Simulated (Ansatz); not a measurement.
# A computed series for Au: response to strain

Start from Au in the fcc (Cu type) structure (space group Fm-3m, No. 225).

```
CELL_PARAMETERS angstrom
      0.00000     2.06204     2.06204
      2.06204     0.00000     2.06204
      2.06204     2.06204     0.00000
ATOMIC_POSITIONS crystal
  Au 0.00000 0.00000 0.00000
```

Cartesian axes are those of the cell as printed.

Strains are applied to the cell and any free atomic positions relax.

Level of theory: DFT with r2SCAN, PAW potentials and a 500 eV plane-wave cutoff in Ansatz (a quantum-chemistry and plane-wave program), no spin-orbit coupling.

Candidates:
(a) strain tensor (xx, yy, zz, yz, xz, xy) = (+0.66, +1.84, −1.15, +0.32, −0.89, −0.10) %
(b) strain tensor (xx, yy, zz, yz, xz, xy) = (+0.24, −0.86, +0.32, +0.39, +0.44, −0.41) %
(c) strain tensor (xx, yy, zz, yz, xz, xy) = (−1.84, −1.90, +1.77, −0.77, +0.49, −1.13) %

Notes on the quantities. energy relative to the base: free energy F.

Problem. Order them by energy relative to the base, highest first.

Solution. (c) strain tensor (xx, yy, zz, yz, xz, xy) = (−1.84, −1.90, +1.77, −0.77, +0.49, −1.13) % (+6.1 meV/atom), (a) strain tensor (xx, yy, zz, yz, xz, xy) = (+0.66, +1.84, −1.15, +0.32, −0.89, −0.10) % (+1.8 meV/atom), (b) strain tensor (xx, yy, zz, yz, xz, xy) = (+0.24, −0.86, +0.32, +0.39, +0.44, −0.41) % (0.0 meV/atom)

Without a gap, meshes like the base's 19×19×19 leave anisotropic stresses uncertain by several tenths of a GPa, and small strain energies with them. Whether these cells are dynamically stable was not tested.
